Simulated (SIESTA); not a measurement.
Band structure of Nb2AsC (P6_3/mmc, 8 atoms in the cell).

```
CELL_PARAMETERS angstrom
      3.05158     0.00000     0.00000
     -1.52579     2.64275     0.00000
      0.00000     0.00000    13.67877
ATOMIC_POSITIONS crystal
  As 0.33333 0.66667 0.75000
  As 0.66667 0.33333 0.25000
  Nb 0.33333 0.66667 0.08600
  Nb 0.66667 0.33333 0.58600
  Nb 0.66667 0.33333 0.91400
  Nb 0.33333 0.66667 0.41400
  C  0.00000 0.00000 0.00000
  C  0.00000 0.00000 0.50000
```

Level of theory: LDA PW92, numerical atomic orbitals TZP, PseudoDojo LDA standard norm-conserving potentials (rewritten from UPF to PSML) run with SIESTA.

Settings: XC.functional = LDA; XC.authors = PW92; potentials = PseudoDojo LDA standard; PAO.BasisSize = TZP; PAO.EnergyShift = 0.005 Ry; MeshCutoff = 300 Ry; kgrid.MonkhorstPack = 6 6 2; OccupationFunction = FD; ElectronicTemperature = 100 meV; MaxSCFIterations = 150; SCF.Mixer.Method = Broyden; SCF.Mixer.Weight = 0.1; SCF.Mixer.History = 6; SCF.DM.Tolerance = 1.0E-05.

The starting cell was generated: these elements placed on a structure prototype, without a prior relaxation; it need not be a known phase or ordering of this composition. Its lattice was rescaled by a random factor within 2.5 % of one. Spin polarisation is off. Values carry the incompleteness of an atom-centred basis.

Levels in eV from the Fermi level, bands 41 to 46:
```json
[
 {"point": "Γ", "41": "-0.95", "42": "-0.95", "43": "-0.88", "44": "-0.88", "45": "0.40", "46": "0.40"},
 {"point": "M", "41": "-3.61", "42": "-3.25", "43": "-0.33", "44": "0.61", "45": "0.63", "46": "1.50"},
 {"point": "K", "41": "-3.77", "42": "-3.77", "43": "-2.02", "44": "-0.70", "45": "-0.70", "46": "-0.70"},
 {"point": "A", "41": "-0.91", "42": "-0.91", "43": "-0.91", "44": "-0.91", "45": "0.57", "46": "0.57"},
 {"point": "L", "41": "-3.41", "42": "-3.41", "43": "0.03", "44": "0.03", "45": "1.07", "46": "1.07"},
 {"point": "H", "41": "-3.59", "42": "-3.59", "43": "-1.54", "44": "-1.54", "45": "-0.75", "46": "-0.75"}
]
```

Bands cross the Fermi level along this path, so the cell is metallic at this level.

Higher empty bands are left out: an atom-centred basis made for the valence describes them poorly.
